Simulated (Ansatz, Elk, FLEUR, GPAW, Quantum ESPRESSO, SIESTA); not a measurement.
**One structure in several programs: Y (P6_3/mmc, 2 atoms in the cell)**

Self-consistent single point, at a second geometry (lattice scaled by 0.98). First geometry:

```xyz
2
Lattice="3.6524 0.0000 0.0000 -1.8262 3.1631 0.0000 0.0000 0.0000 5.8950" Properties=species:S:1:pos:R:3 pbc="T T T"
Y      0.0000     2.1087     1.4738
Y      1.8262     1.0544     4.4213
```
Moments meant for the start (each program seeds them in its own way; μB, in the order of the atoms Y Y): 1.0 1.0.

Shared settings, as Ansatz (a quantum-chemistry and plane-wave program) writes them: kpoints.mp_grid.grid = 11 11 6; scf.occupations.method = fermi_dirac; scf.occupations.width = 0.1 eV. Potentials and cutoffs stand in the table.

```json
[
 {"code": "FLEUR", "model": "PBE, all-electron FLAPW (FLEUR), scalar-relativistic valence", "ΔF from the first geometry (meV/atom)": "-1.1", "pressure (GPa)": "–", "cutoff": "Kmax 3.8 1/bohr"},
 {"code": "Quantum ESPRESSO", "model": "PBE, PSlibrary ultrasoft (PBE) pseudopotentials", "ΔF from the first geometry (meV/atom)": "-0.8", "pressure (GPa)": "1.08", "cutoff": "45 Ry"},
 {"code": "GPAW", "model": "PBE, GPAW PAW datasets PBE (gpaw-data 1.0.1)", "ΔF from the first geometry (meV/atom)": "-1.6", "pressure (GPa)": "1.08", "cutoff": "600 eV"},
 {"code": "Elk", "model": "PBE, all-electron FP-LAPW, Elk's shipped species files, APW+lo basis with extra local orbitals", "ΔF from the first geometry (meV/atom)": "2.0", "pressure (GPa)": "–", "cutoff": "rgkmax 8"},
 {"code": "Ansatz", "model": "PBE, default PAW files", "ΔF from the first geometry (meV/atom)": "-1.4", "pressure (GPa)": "1.13", "cutoff": "default"},
 {"code": "SIESTA", "model": "GGA PBE, numerical atomic orbitals DZP, PseudoDojo PBE standard norm-conserving potentials (rewritten from UPF to PSML)", "ΔF from the first geometry (meV/atom)": "-2.7", "pressure (GPa)": "1.10", "cutoff": "grid 350 Ry"}
]
```

A dash marks a value that a program does not give, or that is left out as unsure.

On Ansatz's run: the starting moments vanished: the run ended non-magnetic. The program warned that a starting moment was not kept.

The spread over the programs that give each value: ΔF from the first geometry within 4.7 meV/atom; pressure within 0.05 GPa.

SIESTA uses small atom-centred bases, whose incompleteness enters pressures, forces and empty levels differently from a plane-wave cutoff. FLEUR and Elk treat all electrons, but the usual bases taken here (sphere radii, linearisation, local orbitals, empty states) were not tested for convergence, so the values are no reference for the others. Ansatz's pressure is given at a fixed set of plane waves, as the other plane-wave codes print theirs.

The starting cell comes from a database of computed structures (which also holds hypothetical and non-ambient phases and stackings), without a prior relaxation at this level. Its lattice was rescaled by a random factor within 2.5 % of one. For this run, on top of that: lattice scaled by 0.98.

Keys are those of Ansatz 0.2.
